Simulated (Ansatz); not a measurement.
ZnO, pressure series

Start from ZnO in the wurtzite structure (space group P6_3mc, No. 186; a = 3.2799 Å, c = 5.2941 Å).

Cell and atoms are relaxed at each pressure.

Method: Kohn–Sham DFT with the PBE functional, run in Ansatz (a first-principles code) with PAW and 420 eV plane waves, no SOC, earlier PAW set.

| pressure (GPa) | volume per atom (Å³/atom) |
|---|---|
| -2 | 12.531 |
| -1 | 12.429 |
| 0 | 12.331 |
| 0.3 | 12.303 |
| 1.5 | ? |
| 3 | 12.062 |
| 5 | 11.899 |
| 7.5 | 11.710 |
| 10 | 11.535 |

**Question.** Fit the third-order Birch–Murnaghan form P(V) = (3B₀/2)[(V₀/V)^(7/3) − (V₀/V)^(5/3)]·[1 + (3/4)(B₀′ − 4)((V₀/V)^(2/3) − 1)] (squares taken in P) to the rows shown and predict the withheld row.

**Answer.** Least squares on the printed values gives V₀ = 12.332 Å³/atom, B₀ = 129 GPa, B₀′ = 4.4; this predicts 12.193 Å³/atom, and the run gives 12.192 Å³/atom, in agreement.

Measured bulk modulus of ZnO: 143 GPa (temperature not stated; as listed in Cormac Toher et al., Physical Review Materials (2017)); the computed value is for a static lattice, so the two differ by thermal effects too.

Load acts through the strain it causes; cell and atoms are relaxed under it. No phonon test of stability was made. Measured, ZnO leaves this structure (for rock salt) near 9.1 GPa (temperature not stated; as listed in Datta, Sujoy, Jana, Debnarayan, arXiv (2020)), on rising pressure, with hysteresis.
